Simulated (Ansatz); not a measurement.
Start from Y in the hcp (Mg type) structure (space group P6_3/mmc, No. 194).

```
Y
1.0
    3.59943     0.00000     0.00000
   -1.79972     3.11720     0.00000
    0.00000     0.00000     5.58709
Y
2
Direct
  0.33333   0.66667   0.75000
  0.66667   0.33333   0.25000
```

Level of theory: PBEsol (Ansatz, a program for electronic structure), no spin-orbit coupling.

For the base:

| Property | Result |
|---|---|
| c/a ratio | 1.552 |
| Volume per atom | 31.34 Å³ |
| Band gap | zero |

It is then changed as follows: every Y is replaced by Sr, then cell and atoms are relaxed.

Tabulated Pauling electronegativity and covalent radius: Y 1.22, 1.90 Å; Sr 0.95, 1.95 Å.

Q: What happens to the c/a ratio, volume per atom and band gap?

A: The c/a ratio goes up by 0.091, from 1.552 to 1.643; the volume per atom rises by 21.00 Å³, from 31.34 Å³ to 52.34 Å³; the band gap stays zero.

Whether these cells are dynamically stable was not tested. All final runs are without spin polarisation. This is not the structure that Sr has at room temperature and ambient pressure.
